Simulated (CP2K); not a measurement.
## Short convergence ladders for a (110) slab of WC (cut from a parent of space group no. 187; 6 atoms in the cell)

```
CELL_PARAMETERS angstrom
      2.85420     0.00000     0.00000
      0.00000     5.06547     0.00000
      0.00000     0.00000    16.92449
ATOMIC_POSITIONS crystal
  W  0.00000 0.00000 0.41360
  C  0.50000 0.33333 0.41360
  W  0.00000 0.50000 0.50000
  C  0.50000 0.83333 0.50000
  W  0.00000 0.00000 0.58640
  C  0.50000 0.33333 0.58640
```

Base method: LDA (Pade form), GPW, DZVP-MOLOPT-SR-GTH basis, GTH-PADE potentials (GTH_POTENTIALS) run with CP2K.

Base settings: CUTOFF = 500 Ry; REL_CUTOFF = 50 Ry; SMEAR/METHOD = GAUSSIAN; SIGMA = 0.1 eV; KPOINTS/SCHEME = MONKHORST-PACK 5 3 1; XC_FUNCTIONAL = PADE; W/BASIS_SET = DZVP-MOLOPT-SR-GTH; W/POTENTIAL = GTH-PADE-q14; C/BASIS_SET = DZVP-MOLOPT-SR-GTH; C/POTENTIAL = GTH-PADE-q4.

**The vacuum**

The mesh stays at the base's, so the ladder's end is converged at best in this setting alone.

Only quantities that move along the ladder and can be compared are tabulated; forces are left out, as grid noise moves with the cell.

```tsv
vacuum between outermost atoms (Å)	free energy less the last step's (meV/atom)
3.0	-418.20
4.0	-148.20
5.0	-37.80
6.0	-5.42
7.0	0.06
8.0	0.33
10.0	0.01
12.0	0.00
14.0	0.01
17.0	0.00
20.0	0.00
25.0	0.00
30.0	0.00
```

Smallest vacuum between outermost atoms (Å) that holds the free energy within 1 meV/atom of the last step, with all finer ones: 7.0; the step before is off by 5.4 meV/atom.

**The k-point mesh**

Moved along: GAMMA_CENTERED.

Only quantities that move along the ladder and can be compared are tabulated.

```tsv
KPOINTS/SCHEME	free energy less the last step's (meV/atom)	largest difference of a force vector from the last step's (eV/Å)
MONKHORST-PACK 2 2 1	103.50	0.770
MONKHORST-PACK 3 2 1	27.99	0.633
MONKHORST-PACK 4 2 1	-20.87	0.393
MONKHORST-PACK 5 3 1	7.34	0.139
MONKHORST-PACK 6 4 1	2.88	0.238
MONKHORST-PACK 7 4 1	1.77	0.114
MONKHORST-PACK 8 5 1	0.79	0.094
MONKHORST-PACK 10 6 1	0.30	0.154
MONKHORST-PACK 11 7 1	0.78	0.044
MONKHORST-PACK 13 8 1	-1.70	0.039
MONKHORST-PACK 16 9 1	0.44	0.038
MONKHORST-PACK 18 11 1	-0.03	0.019
MONKHORST-PACK 22 12 1	-0.04	0.015
MONKHORST-PACK 25 14 1	-0.01	0.005
MONKHORST-PACK 30 17 1	0.00	0.000
```

Coarsest KPOINTS/SCHEME that holds the free energy within 5 meV/atom of the last step, with all finer ones: MONKHORST-PACK 6 4 1; the step before is off by 7.3 meV/atom.

Coarsest KPOINTS/SCHEME that holds the forces within 0.01 eV/Å of the last step, with all finer ones: MONKHORST-PACK 25 14 1; the step before is off by 0.015 eV/Å.

On the base run: the starting cell has typed, rounded lattice constants, without a prior relaxation at this level. The slab is cut from that crystal, and its faces are unrelaxed. Its lattice was rescaled by up to half a per cent. Spin polarisation is off. Values carry the incompleteness of an atom-centred basis. In the base run, forces exceed 1 eV/Å. Without a gap this mesh is coarse (it stands for a supercell whose shortest in-plane vector is 14 Å).

Left out of this page: 1 run of the series outside the window shown, repeating another row's setting, or not comparable.
